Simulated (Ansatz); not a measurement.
Base system: SiGe in the wurtzite structure (space group P6_3mc, No. 186; a = 3.900 Å, c = 6.443 Å; a model cell, its experimental status unchecked).

The change: a negative pressure, −2 GPa.

Levels (all Ansatz, a program for electronic structure, PAW, earlier PAW set): PBEsol (420 eV, without spin-orbit coupling); r2SCAN (500 eV, without spin-orbit coupling); HSE06 (420 eV, spin-orbit coupling left out); PBEsol+SOC (420 eV, spin-orbit coupling included).

One geometry, relaxed with PBEsol, under each level:

The valence-band top lists the three highest levels at Γ (Kramers pairs under SOC), from the VBM.

| level | band gap | lowest conduction level above the VBM at special points | valence-band top at Γ | electron mass | hole mass | pressure |
|---|---|---|---|---|---|---|
| PBEsol | 0.33 eV | Γ 0.33 eV; M 0.39 eV; L 0.61 eV; K 1.06 eV | 0.00, 0.00, -0.30 eV | 1.1 mₑ along c, 0.087 mₑ across (at Γ) | – | -1.99 GPa |
| r2SCAN | ? | ? | – | – | – | ? |
| HSE06 | 1.01 eV | Γ 1.02 eV; M 1.01 eV; L 1.26 eV | – | – | – | – |
| PBEsol+SOC | 0.27 eV | Γ 0.27 eV; M 0.33 eV; L 0.55 eV; K 0.99 eV | 0.00, -0.10, -0.39 eV | 1.1 mₑ along c, 0.087 mₑ across (at Γ) | 0.52 mₑ along c, 0.11 mₑ across (at Γ) | -2.01 GPa |

### Question
Give the withheld r2SCAN results.

### Answer

- r2SCAN, band gap: 0.69 eV
- r2SCAN, lowest conduction level above the VBM at special points: Γ 0.71 eV; M 0.69 eV; L 0.92 eV; K 1.35 eV
- r2SCAN, pressure: -1.83 GPa

Single points use the geometry relaxed with PBEsol. Their cutoffs differ, which shifts pressures a little. Differences between runs with and without spin-orbit coupling are approximate. Load acts through the strain it causes; cell and atoms are relaxed under it. Masses are band curvatures over ±0.01 Å⁻¹ around the edge. No phonon test of stability was made. The zero or small gap of SiGe under pressure −2 GPa can change with the level of theory.
